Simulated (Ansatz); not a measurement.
Input:

```
CdSe
1.0
    4.34202     0.00000     0.00000
   -2.17101     3.76030     0.00000
    2.17101    -1.25343     3.54524
Cd Se
1 1
Direct
  0.00000   0.00000   0.00000
  0.75000   0.25000   0.75000
```

Space group of this cell: F-43m, zinc blende. The cell is taken as given.

The current runs along the normal of the first two printed vectors, the (111) plane. All runs by Ansatz (an electronic-structure program), plane waves and PAW, without spin-orbit coupling; the base is r2SCAN.

```
run                                                      mean pressure (GPa)  gap (eV)  mid-gap κ (1/Å)
-------------------------------------------------------  -------------------  --------  ---------------
base                                                                    -0.2      1.03            0.077
all lengths scaled by 0.98                                               3.4       [?]              [?]
all lengths scaled by 1.02                                              -2.8       [?]              [?]
lda in place of r2scan                                                  -3.3      0.27            0.022
lengths across the current scaled by 0.98, ions clamped                  2.1      1.10            0.083
lengths across the current scaled by 1.02, ions clamped                 -2.0       [?]              [?]
lengths along the current scaled by 0.97, ions clamped                   1.6      1.05            0.080
lengths along the current scaled by 1.03, ions clamped                  -1.5      0.94            0.076
pbesol in place of r2scan                                               -1.4      0.43            0.034
```

**Question.** Fill in the missing entries.

**Answer.** 
- all lengths scaled by 0.98, gap (eV): 1.17
- all lengths scaled by 0.98, mid-gap κ (1/Å): 0.084
- all lengths scaled by 1.02, gap (eV): 0.90
- all lengths scaled by 1.02, mid-gap κ (1/Å): 0.070
- lengths across the current scaled by 1.02, ions clamped, gap (eV): 0.91
- lengths across the current scaled by 1.02, ions clamped, mid-gap κ (1/Å): 0.071
